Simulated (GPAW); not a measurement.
Band structure of Ga2Pt (Fm-3m, 3 atoms in the cell).

```
CELL_PARAMETERS angstrom
      0.00000     2.96792     2.96792
      2.96792     0.00000     2.96792
      2.96792     2.96792     0.00000
ATOMIC_POSITIONS crystal
  Ga 0.75000 0.75000 0.75000
  Ga 0.25000 0.25000 0.25000
  Pt 0.00000 0.00000 0.00000
```

Method of the run: PBEsol, GPAW PAW datasets PBEsol (made by gpaw-setup) (plane waves; GPAW).

Settings: mode = pw; ecut = 600 eV; xc = PBEsol; kpts = 8 8 8; mesh shift (steps) = 0 0 0; occupations.name = methfessel-paxton; occupations.width = 0.272 eV; occupations.order = 0; nbands = -7; convergence.density = 1e-05 e/electron; symmetry.symmorphic = false; symmetry.tolerance = 0.0005; maxiter = 150; bandpath_npoints = 40.

The starting cell comes from a database of computed structures (which also holds hypothetical and non-ambient phases and stackings), without a prior relaxation at this level. Spin-orbit coupling is off. Spin polarisation is off.

Levels in eV from the Fermi level, bands 8 to 15:
```json
[
 {"point": "Γ", "8": "-3.33", "9": "-3.33", "10": "0.12", "11": "5.16", "12": "5.16", "13": "5.16", "14": "5.20", "15": "5.20"},
 {"point": "X", "8": "-3.51", "9": "-3.09", "10": "-2.88", "11": "-1.81", "12": "-1.81", "13": "1.87", "14": "4.16", "15": "10.39"},
 {"point": "W", "8": "-3.50", "9": "-3.02", "10": "-2.83", "11": "-2.83", "12": "-0.94", "13": "4.87", "14": "4.87", "15": "7.21"},
 {"point": "K", "8": "-3.69", "9": "-3.52", "10": "-2.96", "11": "-2.01", "12": "-0.69", "13": "2.72", "14": "6.11", "15": "7.72"},
 {"point": "L", "8": "-3.39", "9": "-3.20", "10": "-3.20", "11": "1.27", "12": "1.27", "13": "2.99", "14": "4.06", "15": "5.35"},
 {"point": "U", "8": "-3.69", "9": "-3.52", "10": "-2.96", "11": "-2.01", "12": "-0.69", "13": "2.72", "14": "6.11", "15": "7.72"}
]
```

Bands cross the Fermi level along this path, so the cell is metallic at this level.
